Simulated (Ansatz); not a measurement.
For GeSb2Te4 (model structure, started from the GeSb2Te4 type, R-3m, No. 166, 7 atoms in the cell), PBE (plane waves, PAW; Ansatz, a quantum-chemistry and plane-wave program) gives:

lattice parameter a: 4.310 Å
c axis length: 42.167 Å
cohesive energy: 2.80 eV/atom

Task: What does r²SCAN in Ansatz (plane waves, PAW) give for the same quantities?

Result: 
- lattice constant a: 4.283 Å (drops by 0.6 %)
- lattice parameter c: 42.331 Å (increases by 0.4 %)
- cohesive energy: 2.67 eV/atom (decreases by 0.13 eV/atom)

Changes are worked out from the printed values.

Unless a cell is named, each level is at its own relaxed cell (PBE 32.30, r²SCAN 32.02 Å³/atom).

Levels without +SOC leave out spin–orbit coupling, which shifts energies and cells of such heavy elements.

Ansatz's density-functional and Hartree–Fock values are scalar-relativistic unless marked +SOC, with PAW data made under PBE.

A model structure was made by putting elements into a prototype or built by hand; it is no filed structure, need not be a known phase, and can be a saddle point held by its symmetry.
